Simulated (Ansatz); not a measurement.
The reference is BiP in the zinc blende structure (space group F-43m, No. 216; a = 6.5024 Å; a hypothetical phase, not in the database extracts checked; relaxed with 0.1 eV smearing).

(Cell as relaxed with PBE.)

Levels (all Ansatz, a program for electronic structure, PAW): PBE (420 eV, spin-orbit coupling left out); PBEsol (420 eV, no spin-orbit coupling).

Each level relaxes its own structure.

```csv
base,PBE,PBEsol
volume per atom,34.37 Å³,32.89 Å³
lattice parameter a,12.288 bohr,12.110 bohr
band gap,zero,zero
```

Now apply this change: the cell is scaled by 1.0437 in all directions; the atoms relax in the strained cell.

| quantity | PBE | PBEsol |
|---|---|---|
| pressure | -4.2 GPa | -4.6 GPa |
| energy relative to the base (free energy F) | +69 meV/atom | +72 meV/atom |
| band gap | zero | zero |

PBE's pressure lies 0.4 GPa above PBEsol's; PBE's energy relative to the base lies 3.6 meV/atom below PBEsol's; the two agree on the band gap. Neither level is exact; PBEsol is the comparison here, not a measurement.

Spin-orbit coupling, missing from the scalar runs, can matter with Bi. No phonon test of stability was made. The final runs are not spin-polarised.
